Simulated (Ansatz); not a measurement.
Band structure of Br (Cmce, 4 atoms in the cell).

```
CELL_PARAMETERS angstrom
      2.25501    -3.35734     0.00000
      2.25501     3.35734     0.00000
      0.00000     0.00000     8.77842
ATOMIC_POSITIONS crystal
  Br 0.86100 0.86100 0.88900
  Br 0.63900 0.63900 0.38900
  Br 0.36100 0.36100 0.61100
  Br 0.13900 0.13900 0.11100
```

Computed with PBE (plane waves, PAW; Ansatz, an electronic-structure program).

Settings: kpoints.mp_grid.grid = 3 3 2; hamiltonian.xc = pbe; hamiltonian.pseudopotentials = {kind: paw} (the program's default PAW files); scf.occupations.method = fermi_dirac; scf.occupations.width = 0.0015 Ry; kpoints.band_path.npoints = 8.

The starting cell has typed, rounded lattice constants, without a prior relaxation at this level. Its lattice was rescaled by a random factor within 2.5 % of one.

### Question
Predict the gap along the standard path and the places of the band edges.

### Answer
The gap along the path is 1.68 eV, from R to a point between Γ and X; the smallest direct gap on it is 1.74 eV. Another conduction valley lies within 0.1 eV, so the order of the valleys is not sure.

Levels in eV from the top of the valence band on the path, bands 11 to 17:
```tsv
point	11	12	13	14	15	16	17
Γ	-0.99	-0.44	-0.06	-0.04	1.70	2.53	6.05
X	-1.23	-0.88	-0.43	-0.10	1.97	2.26	7.98
S	-0.92	-0.92	-0.29	-0.29	2.44	2.44	7.14
R	-0.59	-0.59	0.00	0.00	2.09	2.09	7.47
A	-0.60	-0.60	-0.50	-0.50	2.09	2.09	8.58
Z	-0.91	-0.91	-0.05	-0.05	1.98	1.98	6.72
Y	-1.46	-1.20	-0.50	-0.11	1.73	2.22	7.22
X1	-1.23	-0.88	-0.43	-0.10	1.97	2.26	7.98
A1	-0.60	-0.60	-0.50	-0.50	2.09	2.09	8.58
T	-1.01	-1.01	-0.72	-0.72	1.87	1.87	8.00
```

Keys are those of Ansatz 0.2.
